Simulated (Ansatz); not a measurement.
# Response to strain in BN

The reference is BN in the zinc blende structure (space group F-43m, No. 216).

```xyz
2
Lattice="0.0000 1.8026 1.8026 1.8026 0.0000 1.8026 1.8026 1.8026 0.0000" Properties=species:S:1:pos:R:3 pbc="T T T"
N      2.7038     2.7038     2.7038
B      0.0000     0.0000     0.0000
```

Cartesian axes are those of the cell as printed.

Strains are applied to the cell and any free atomic positions relax; under biaxial strain the out-of-plane vector relaxes too.

All numbers come from PBEsol (Ansatz, an electronic-structure program), spin-orbit coupling left out, earlier PAW set.

Candidates:
(a) biaxial strain +4.34 %, plane normal [111], relaxed out of plane
(b) isotropic strain −2.79 %
(c) biaxial strain +1.78 %, plane normal [001], relaxed out of plane
(d) biaxial strain +1.84 %, plane normal [001], relaxed out of plane

Notes on the quantities. energy relative to the base: free energy F.

**Question.** Order them by energy relative to the base, highest first.

**Answer.** (a) biaxial strain +4.34 %, plane normal [111], relaxed out of plane (+65 meV/atom), (b) isotropic strain −2.79 % (+53 meV/atom), (d) biaxial strain +1.84 %, plane normal [001], relaxed out of plane (+11 meV/atom), (c) biaxial strain +1.78 %, plane normal [001], relaxed out of plane (+9.9 meV/atom)

Stability against distortions was not tested.
